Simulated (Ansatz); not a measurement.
Consider a periodic stack without vacuum, fcc Ag (0 0 1) on cubic KTaO3 (0 0 1) (film strained to the substrate, started from cuts of the bulks and a machine-learned relaxation; slabs K4O10Ta3 and Ag12, which can lie off the formulas): substrate slab K4O10Ta3, film Ag12, surface cells [[0, 1], [-1, 0]] and [[0, -1], [2, 1]], film strained by -3.0 and -3.0 %, outermost planes KO/KO and Ag/Ag as cut, which need not be the usual terminations and can put a slab off its formula. Its start:

```xyz
29
Lattice="4.0246 0.0000 0.0089 0.0000 4.0246 0.0097 -0.2738 1.0732 28.2992" Properties=species:S:1:pos:R:3 pbc="T T T"
K     -0.0323     4.0777     1.5612
O      1.9610     2.1094     1.4762
K     -0.0121     4.0590     5.4682
Ta     1.9892     2.0568     3.3933
O     -0.0349     2.0683     3.4613
O      1.9828     4.0884     3.4722
O      1.9856     2.0616     5.4931
K     -0.0241     4.0519     9.4820
Ta     2.0036     2.0407     7.4745
O     -0.0213     2.0444     7.4909
O      1.9975     4.0598     7.5012
O      1.9732     2.0444     9.5065
K     -0.0650     4.0508    13.3825
Ta     1.9548     2.0401    11.5456
O     -0.0586     2.0408    11.5077
O      1.9621     4.0535    11.5218
O      1.9205     2.0390    13.5091
Ag     3.1228     2.0554    18.3447
Ag     1.1319     4.0690    18.3447
Ag     1.3037     2.0517    15.8405
Ag     3.2328     4.0661    16.3487
Ag     3.0825     2.0510    22.7268
Ag     1.0702     4.0632    22.7266
Ag     1.0734     2.0581    20.5318
Ag     3.0873     4.0703    20.5461
Ag     3.1452     1.9755    26.9422
Ag     1.1758     3.9314    27.1936
Ag     1.0973     2.0224    24.9039
Ag     3.1057     4.0319    24.9147
```

The start was prepared with a machine-learned potential, and the result is one local minimum, with the in-plane cell held and forces under 0.04 eV/Å; the film can end far from its bulk form.

The numbers are results of PBE (plane waves to 420 eV, PAW; Ansatz, a program for electronic structure), not measurements. Scalar-relativistic, without spin–orbit coupling; the runs are not spin-polarised; PBE gaps are too small against experiment. Its k-point mesh 8×8×1, Fermi–Dirac width 0.05 eV.

### Question
Predict the relaxed interface.

### Answer
| Item | Result |
|---|---|
| interface area | 16.2 Å² |
| period | 28.06 Å |
| heights between the nearest atoms of the two slabs at the two interfaces | 2.21 and 2.21 Å |
| Ag–K contacts across the interfaces within 1.22 times the sum of covalent radii | 10, mean 3.57 Å |
| Ag–O contacts across the interfaces within 1.22 times the sum of covalent radii | 2, mean 2.21 Å |
